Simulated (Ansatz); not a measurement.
**O on the 1x1 (111) surface of fcc Al, one in a 2x2 cell, started at the site 'bridge Al-Al (span 2.9 Å)'**

Method: r2SCAN, at the PBE geometry and the start's symmetry (plane waves to 500 eV, PAW; Ansatz, an electronic-structure program).

Set-up: 17 atoms, 7.0 Å thick at the start under the adsorbate (thin: gaps and levels are the slab's own); mesh 6x6x1; 0.1 eV smearing; dipole correction on; single point; on the structure that PBE left under its start's symmetry; spin-polarised, no spin-orbit, no U, no dispersion correction. The starting moment vanished. The program's check for a lower electronic state was not made. At the end it is bonded to 3 Al. In PBE it is, or lies within 0.03 eV of, the lowest of the starts that converged; the order may differ at this level.

```json
{
 "adsorption energy against ½ O2(g) at the same level": "-446 kJ/mol",
 "work_function_of_the_top_face": "3.97 eV",
 "change_of_the_work_function": "-0.11 eV",
 "change_of_the_step_from_the_bottom_to_the_top_vacuum_level_against_the_clean_slab": "-0.040 eV",
 "height of the binding atom over the mean of the host atoms within 0.3 Å of the top one": "0.816 Å",
 "magnetic_moment_of_the_cell": "0.00 μB",
 "nearest_host_atoms_of_the_binding_atom": "Al at 1.86 Å, Al at 1.86 Å, Al at 1.86 Å",
 "note": "the adsorbate left its starting site by 0.8 Å",
 "cost": "around 3.0 core-minutes (rough)"
}
```

A negative adsorption energy means that the adsorbate is more stable on the surface than in its reference.
